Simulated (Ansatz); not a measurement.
The parent structure is Zr in the hcp (Mg type) structure (space group P6_3/mmc, No. 194; a = 3.144 Å, c = 5.093 Å; relaxed with 0.1 eV smearing). Axes: x lies along a and z along c of the hexagonal cell.

Calculations: LDA in Ansatz (plane waves to 420 eV, PAW, scalar-relativistic without spin-orbit coupling).

Now apply this change: tensile biaxial strain of 2.50 % in the plane normal to [001], as in epitaxy on a mismatched substrate; the out-of-plane cell vector and the atoms relax.

### Question
How does this affect the ratio −ε⊥/ε∥ and in-plane stress?

### Answer
The ratio −ε⊥/ε∥ amounts to 0.86; the mean in-plane stress (compression positive) is -3.6 GPa.

No phonon test of stability was made. All final runs are without spin polarisation.

Ansatz is a first-principles code.
